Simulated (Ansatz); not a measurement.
Take AlN in the zinc blende structure (space group F-43m, No. 216; a = 4.378 Å) as the base.

Structures relaxed with Kohn–Sham DFT with the PBEsol functional, run in Ansatz (a first-principles code) with PAW and 420 eV plane waves, without spin-orbit coupling.

Base:

Simulated powder pattern, Cu Kα, λ = 1.54184 Å (kinematic, ideal powder, no thermal factors, no anomalous dispersion; the 10 strongest lines at most, above 2 %, up to 2θ = 90°):

```tsv
2θ (°)	I/Imax (%)	hkl
35.52	100	(111)
41.24	11	(200)
59.75	50	(220)
71.47	33	(311)
75.18	3.5	(222)
89.56	7.3	(400)
```

After one change:

Simulated powder pattern, Cu Kα, λ = 1.54184 Å (kinematic, ideal powder, no thermal factors, no anomalous dispersion; the 10 strongest lines at most, above 2 %, up to 2θ = 90°):

```json
[
 {"2θ (°)": "35.89", "I/Imax (%)": "100"},
 {"2θ (°)": "41.68", "I/Imax (%)": "11"},
 {"2θ (°)": "60.41", "I/Imax (%)": "49"},
 {"2θ (°)": "72.31", "I/Imax (%)": "33"},
 {"2θ (°)": "76.08", "I/Imax (%)": "3.5"}
]
```

Problem. What was done to the base?
A) isotropic strain −1.00 %
B) isotropic strain −3.00 %
C) isotropic strain −2.50 %
D) isotropic strain +2.00 %

Solution. A, isotropic strain −1.00 %. Its volume per atom is 10.18 Å³ against 10.49 Å³, and its space group is F-43m (No. 216).

No phonon test of stability was made. This is not the structure that AlN has at room temperature and ambient pressure.
